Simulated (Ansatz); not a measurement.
The starting structures come from a database of crystals and need not be the phases stable at ambient conditions.

Inside the gap of an insulator the Bloch states are evanescent, with a wavenumber k + iκ along the transport direction.

Here is the system:

```xyz
12
Lattice="3.9407 0.0000 0.0000 0.0000 18.0594 0.0000 1.9704 9.0297 1.9704" Properties=species:S:1:pos:R:3 pbc="T T T"
Li     1.9704    13.5445     0.0000
Li     1.9704     4.5148     0.0000
Sr     0.0000     0.0000     0.0000
Ta     0.0000     6.9335     0.0000
Ta     0.0000    11.1258     0.0000
O      0.0000     9.0297     0.0000
O      1.9704     7.1277     0.0000
O      1.9704    10.9317     0.0000
O      1.9704    16.1573     0.0000
O      1.9704     1.9020     0.0000
O      0.0000    12.9953     0.0000
O      0.0000     5.0640     0.0000
```

Space group of this cell: I4/mmm. The cell is taken as given.

Transport runs along the normal of the first two printed cell vectors, the (100) plane of the conventional cell.

The gap is the functional's own, uncorrected, and κ follows it; spin-orbit coupling is left out. Mid-gap values are interpolated between the computed energies.

Predict the band gap and the smallest decay constant κ at mid-gap from PBEsol (Ansatz, an electronic-structure program).

Gap 2.19 eV on a 16×16×16 mesh; κ = 0.240 1/Å, at the zone centre.
